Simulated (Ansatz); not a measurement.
The starting structures come from a database of crystals and need not be the phases stable at ambient conditions.

By PBEsol, the system below comes out a metal.

Without scattering a metal conducts by its projected Fermi surface.

```
Ni3Sn
1.0
    4.20958     0.00000     0.00000
    0.00000     5.24628     0.00000
    0.00000    -2.62314     4.54341
Ni Sn
6 2
Direct
  0.75000   0.68106   0.84053
  0.25000   0.31894   0.15947
  0.25000   0.84053   0.15947
  0.75000   0.15947   0.84053
  0.75000   0.15947   0.31894
  0.25000   0.84053   0.68106
  0.75000   0.66667   0.33333
  0.25000   0.33333   0.66667
```

Space group of this cell: P6_3/mmc. The cell is taken as given; by PBEsol its mean pressure is -1.8 GPa.

The current flows along the normal of the first two printed cell vectors, the (100) plane of the conventional cell. No spin-orbit coupling; the value is a mean over 0.1 eV about the Fermi level.

Compute, with PBEsol (Ansatz, a first-principles code), the ballistic conductance per area.

0.45 × 10¹⁵ S/m² for both spins.
